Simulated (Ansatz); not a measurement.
Model glasses of amorphous HfO2, 57 to 61 atoms (Hf18O36 before any change). Each row is one cell at a composition chosen by hand, melted whole on the CHGNet potential with the anions pushed apart under 1.9 Å, quenched within some picoseconds, far faster than a real film, and relaxed with PBE, scalar-relativistic without spin-orbit coupling (plane waves to 420 eV, PAW; Ansatz, a first-principles code). Each is the lower in DFT energy of 2 quenches. Cycles of charging and discharging were tried on the cells ahead of these points, and a cell that came back lower was taken. The column on the box says what of it was relaxed with the atoms; held means as the quench left it. Cells that kept moments or hold spare charge are left out.

Formal charges balance in every cell, with the guest at the charge named. Neighbours are the O atoms within a cut-off of 1.2 times the sum of covalent radii (1.1 times for Nb, Sc, Y, La); the radius is Shannon's ionic radius for that charge at the coordination found, taken on a straight line between listed coordinations where the table lacks it, averaged where a cell holds several guest atoms. The coordination is that of the cell taken. The cells ran without spin polarisation.

| guest | change of the cell | box | cut-off (Å) | O neighbours | ionic radius (Å) | mean guest-O distance (Å) |
|---|---|---|---|---|---|---|
| Si4+ | +2 O, +1 Si | shape | 2.12 | 4 | 0.26 | 1.65 |
| Al3+ | +2 Al, +3 O | held | 2.24 | 4, 5 | 0.44 | withheld |
| Ge4+ | +1 Ge, +2 O | volume | 2.23 | 5 | 0.46 | 1.88 |
| Nb5+ | +2 Nb, +5 O | held | 2.53 | 7, 5 | 0.62 | 2.02 |
| Sc3+ | +3 O, +2 Sc | volume | 2.60 | 6, 6 | 0.74 | 2.16 |
| Y3+ | +3 O, +2 Y | volume | 2.82 | 6, 6 | 0.90 | 2.34 |
| La3+ | +2 La, +3 O | shape | 3.00 | 7, 7 | 1.10 | 2.55 |

Problem. Fit a straight line of the last column on the one before it through the 6 full rows, and predict the withheld value for Al3+.

Solution. Means: x = 0.680, y = 2.100. Slope = Σ(Δx Δy) / Σ(Δx²) = 0.4876 / 0.4568 = 1.067; intercept = 2.100 − (1.067) × 0.680 = 1.374 Å; r.m.s. residual 0.009 Å. Prediction: 1.374 + (1.067) × 0.44 = 1.84 Å. The run gave 1.83 Å, a miss of 0.01 Å, within twice the residual.

Problem. What would hard spheres give for this line?

Solution. A slope of 1 and an intercept at the radius of O2−, 1.35 Å for two neighbours to 1.40 Å for six in Shannon's table; the fit has 1.067 and 1.374 Å.
